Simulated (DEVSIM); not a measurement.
System: Si p+/n-/n+ power diode, at 300 K.

Layer 1 from the left is Si, thickness (μm) 1.00, Na (cm⁻³) 1.9e18, τn (s) 0.00013, τp (s) 0.00013. Layer 2 from the left is Si, thickness (μm) 7.80, Nd (cm⁻³) 2e16, τn (s) 0.00013, τp (s) 0.00013. Layer 3 from the left is Si, thickness (μm) 3.50, Nd (cm⁻³) 1.7e18, τn (s) 0.00013, τp (s) 0.00013.

Left contact: ohmic. Right contact: ohmic. Voltage is applied to the left contact. Recombination: SRH at mid-gap, radiative, Auger. Mobility is μmin + (μ − μmin)/(1 + (N/Nref)^α).

Constants are typed, rounded textbook-type inputs, not results; the design itself was drawn at random and stands for no fabricated device. Values at 300 K.

Si: gap (eV) 1.124, affinity (eV) 4.05, permittivity 11.7, Nc (cm⁻³) 2.86e19, Nv (cm⁻³) 3.1e19, μn (cm²/Vs) 1417, μp (cm²/Vs) 470, μn,min 52, μp,min 45, Nref,n 9.7e16, Nref,p 2.2e17, αn 0.68, αp 0.72, B (cm³/s) 4.7e-15, Cn (cm⁶/s) 2.8e-31, Cp (cm⁶/s) 9.9e-32.

Simulated with DEVSIM: 1D drift-diffusion, Boltzmann statistics, complete ionisation; no tunnelling, impact ionisation, image-force lowering or self-heating.

What does the simulation give for the dark forward voltage at 1 A/cm², the potential step across the device at zero bias?

dark forward voltage at 1 A/cm² 0.726 V; potential step across the device at zero bias 0.979 V.
